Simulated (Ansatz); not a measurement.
The reference is CeO2 in the fluorite structure (space group Fm-3m, No. 225; a = 5.464 Å).

The values are results of PBE, PAW, 420 eV (Ansatz, a program for electronic structure; scalar-relativistic without spin-orbit coupling), not measurements.

| level | band gap | lattice parameter a |
|---|---|---|
| PBE | 1.89 eV | 5.464 Å |

Task: What does experiment give, and how far off is each level?

Result: Measured: band gap 3 eV (temperature not stated; as listed in Fabien Tran et al., Journal of Applied Physics (2019)); lattice parameter a 5.391 Å (0 K or low temperature; as listed in Stimac, Jared C., Goldman, Nir, arXiv (2024)). Computed minus measured — band gap: PBE -1.11 eV; lattice parameter a: PBE +1.4 %. Measured values not marked as corrected hold thermal and zero-point effects that the static-lattice runs lack. A measured gap can be an optical one, lowered by exciton binding. Levels without spin-orbit coupling miss its effect on the gap.

Stability against distortions was not tested. Seeded moments were not kept for the base. The final runs are not spin-polarised.
